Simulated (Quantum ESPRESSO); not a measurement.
Quick settings and what they miss: CoSi2 (Fm-3m, 3 atoms in the cell)

Self-consistent single point.

```
CELL_PARAMETERS angstrom
     -2.64287     0.00000     2.64287
      0.00000     2.64287     2.64287
     -2.64287     2.64287     0.00000
ATOMIC_POSITIONS crystal
  Co 0.00000 0.00000 0.00000
  Si 0.75000 0.75000 0.75000
  Si 0.25000 0.25000 0.25000
```

Level of theory: PBE, GBRV 1.5 ultrasoft (PBE) pseudopotentials (plane waves; Quantum ESPRESSO).

Base settings: ecutwfc = 50 Ry; ecutrho = 400 Ry; occupations = smearing; smearing = marzari-vanderbilt; degauss = 0.0036749 Ry; potentials = {Co: co_pbe_v1.2.uspp.F.UPF, Si: si_pbe_v1.uspp.F.UPF}; K_POINTS = automatic 11 11 11 0 0 0; conv_thr = 1e-11 Ry.

Tight run (finer mesh or higher cutoff; not a proven limit): ecutwfc: 50 Ry → 70 Ry; ecutrho: 400 Ry → 560 Ry; conv_thr: 1e-11 Ry → 7.3e-11 Ry; K_POINTS: automatic 11 11 11 0 0 0 → automatic 15 15 15 0 0 0. It gave Fermi level (on the code's own zero) 13.42 eV; pressure 7.91 GPa.

Quick runs, as changes from the base:
- A: the base itself
- B: ecutwfc: 50 Ry → 25 Ry; ecutrho: 400 Ry → 200 Ry; K_POINTS: automatic 11 11 11 0 0 0 → automatic 2 2 2 0 0 0
- C: ecutwfc: 50 Ry → 35 Ry; ecutrho: 400 Ry → 280 Ry; smearing: marzari-vanderbilt → methfessel-paxton; degauss: 0.0036749 Ry → 0.019992 Ry; K_POINTS: automatic 11 11 11 0 0 0 → automatic 4 4 4 0 0 0
- D: ecutwfc: 50 Ry → 35 Ry; ecutrho: 400 Ry → 280 Ry; smearing: marzari-vanderbilt → fermi-dirac; degauss: 0.0036749 Ry → 0.036749 Ry; pseudopotentials: {Co: co_pbe_v1.2.uspp.F.UPF, Si: si_pbe_v1.uspp.F.UPF} → {Co: co_lda_v1.2.uspp.F.UPF, Si: si_lda_v1.uspp.F.UPF}; K_POINTS: automatic 11 11 11 0 0 0 → automatic 8 8 8 0 0 0 [LDA (PZ)]
- E: ecutwfc: 50 Ry → 30 Ry; ecutrho: 400 Ry → 240 Ry; smearing: marzari-vanderbilt → methfessel-paxton; degauss: 0.0036749 Ry → 0.0147 Ry; conv_thr: 1e-11 Ry → 7.3e-05 Ry; K_POINTS: automatic 11 11 11 0 0 0 → automatic 6 6 6 0 0 0
- F: ecutwfc: 50 Ry → 25 Ry; ecutrho: 400 Ry → 200 Ry; K_POINTS: automatic 11 11 11 0 0 0 → automatic 8 8 8 1 1 1

Energies are extrapolated to zero smearing width, which holds to low order in the width alone (under cold and Methfessel-Paxton smearing the free energy itself is taken).

Dashes: energy of D, another energy zero; pressure of E, not trusted under this conv_thr with d or f elements.

† marks runs with another functional, U, potentials or spin treatment: their distance from the tight run is not a convergence error alone.

The count of work is k-points × plane waves × bands × iterations; it is no time. 

The starting cell comes from a database of computed structures (which also holds hypothetical and non-ambient phases and stackings), without a prior relaxation at this level. Its lattice was rescaled by a random factor within 2.5 % of one. Spin polarisation is off. In the base run, with a pressure of about 8 GPa the cell is away from its equilibrium volume at this level.

```tsv
run	energy less tight (meV/atom)	pressure less tight (GPa)	count of work / tight
A	2.5	-0.12	0.27
B	1537.5	-110.16	0.0064
C	15.6	-2.70	0.026
D†	–	-8.61	0.087
E	194.6	–	0.026
F	1440.4	-114.27	0.098
```

Among the runs at the tight run's level, the energy misses run from 2.5 to 1537.5 meV/atom.
